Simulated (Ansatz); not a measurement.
The reference is CdS in the zinc blende structure (space group F-43m, No. 216).

```
CdS
1.0
    0.00000     2.93884     2.93884
    2.93884     0.00000     2.93884
    2.93884     2.93884     0.00000
Cd S
1 1
Cartesian
  0.00000   0.00000   0.00000
  1.46942   1.46942   1.46942
```

Level of theory: DFT with r2SCAN, PAW potentials and a 500 eV plane-wave cutoff in Ansatz (an electronic-structure program), without spin-orbit coupling.

For the base:

The band gap is 1.54 eV, the width of the top valence band comes out as 2.16 eV and the electron mass comes out as 0.15 mₑ (at Γ).

Modification: every lattice vector is stretched by 2.00 %; the atoms relax in the strained cell.

Task: What happens to the band gap, width of the top valence band, electron mass and energy relative to the base?

Result: The band gap drops by 0.14 eV, from 1.54 eV to 1.40 eV; the width of the top valence band shrinks by 0.21 eV to 1.95 eV; the electron mass becomes 0.14 mₑ (at Γ) (base: 0.15 mₑ (at Γ)); the energy rises by 16 meV/atom.

Masses are band curvatures over ±0.01 Å⁻¹ around the edge. Gaps are read on the SCF mesh and a high-symmetry path. Whether these cells are dynamically stable was not tested.
